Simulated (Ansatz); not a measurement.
Input:

```xyz
2
Lattice="0.0000 3.0047 3.0047 3.0047 0.0000 3.0047 3.0047 3.0047 0.0000" Properties=species:S:1:pos:R:3 pbc="T T T"
Se     0.0000     0.0000     0.0000
Pb     3.0047     3.0047     3.0047
```

No spin polarisation.

Method: PBE (Ansatz, a program for electronic structure; PAW; 420 eV plane waves; no SOC), earlier PAW set. Settings: 9×9×9 k-points, 0.05 eV Fermi–Dirac smearing.

Task: Estimate the gap character.

Result: Direct at L.

Task: What is the computed pressure?

Result: 5.95 GPa.

Spin-orbit coupling, missing from the scalar runs, can matter with Pb. The cells carry an imposed strain or load. No phonon test of stability was made. The cell was made from PbSe in the rock salt structure (space group Fm-3m, No. 225) by this change: isotropic strain −3.35 %. A zero or small gap of PbSe under isotropic strain −3.35 % can be the functional's error rather than a property of the material.
